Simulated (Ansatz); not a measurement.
We consider ScBeNO (model structure, started from the AlSiCN type, P3m1, No. 156, 4 atoms in the cell), described by r²SCAN (Ansatz, a first-principles code, plane waves, PAW).

Settings: plane-wave cutoff 560 eV, 12×12×6 k mesh (along the axes of the cell as run), Fermi–Dirac smearing 0.01 eV, scalar-relativistic PAW data made under PBE.

Cell (relaxed at this level):

Space group P3m1 (No. 156); a = b = 3.2789 Å, c = 4.8239 Å, α = β = 90.00°, γ = 120.00°

```tsv
atom	site	symmetry	x	y	z
Sc	1b	3m.	0.3333	0.6667	0.5211
Be	1c	3m.	0.6667	0.3333	0.9849
O	1b	3m.	0.3333	0.6667	0.0926
N	1c	3m.	0.6667	0.3333	0.6514
```

Predict the band gap, direct gap at Γ and bulk modulus.


band gap: 3.64 eV (on the SCF k mesh)
direct gap at Γ: 4.70 eV
bulk modulus: 144 GPa

Note: the bulk modulus is −V dP/dV from two relaxed cells at ±2 % in volume; the relaxation could raise the start's symmetry but not lower it, so the cell can be a saddle point.

The computed numbers hold no vibrational or temperature effects.

It cost roughly 6 core-minutes of CPU time.

A model structure was made by putting elements into a prototype or built by hand; it is no filed structure, need not be a known phase, and can be a saddle point held by its symmetry.
